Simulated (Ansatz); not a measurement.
Pt5Sr is modelled in the hexagonal space group P6/mmm (No. 191), Pearson symbol hP6. Cell: a = b = 5.398 Å, c = 4.353 Å, α = β = 90.00°, γ = 120.00°. Sr on 1a is coordinated by 6 Pt at 3.116 Å and 12 Pt at 3.467 Å and 2 Sr at 4.353 Å. Pt1 on 3g has 8 Pt at 2.677–2.699 Å and 4 Sr at 3.467 Å. Pt2 on 2c is surrounded by 6 Pt at 2.677 Å and 3 Pt at 3.116 Å and 3 Sr at 3.116 Å. (Neighbours: up to the widest gap in distance over summed covalent radii, below 1.35, at either atom.)

SrPt$_{5}$ (P6/mmm), PBEsol, DFPT electron-phonon coupling, linearised Boltzmann equation (plane waves, PAW, scalar-relativistic; Ansatz, a program for electronic structure): the phonon-limited resistivity at 300 K is 18.7 μΩ·cm (x, the basal plane), 18.7 μΩ·cm (y, the basal plane), 13.8 μΩ·cm (z, c). Third figures are kept for the arithmetic.

Question: Bound the resistivity of a random, dense polycrystal without boundary scattering, and give the anisotropy.

Answer: Largest over smallest: 1.36. Upper bound, grains in series: (18.7 + 18.7 + 13.8)/3 = 17.1 μΩ·cm. Lower bound, grains side by side: 3/Σ(1/ρ) = 16.7 μΩ·cm. The best single-crystal direction lies 17 % under the lower bound.

A metal at this level (no band gap). Only scattering by harmonic phonons is included (no impurities, grain boundaries, electron-electron scattering or thermal expansion). Spin-orbit coupling is left out, which matters with elements this heavy. Halving the electron mesh (20x20x20) moves the resistivity by up to 6 % at 300 K, the mean free path by up to 6 %. Smearing 0.20 eV; phonons on a 3x3x3 q mesh, which this run doesn't test.

Formula and space group known from diffraction (Crystallography Open Database), not checked to be the room-temperature form: SrPt5 (P6/mmm).
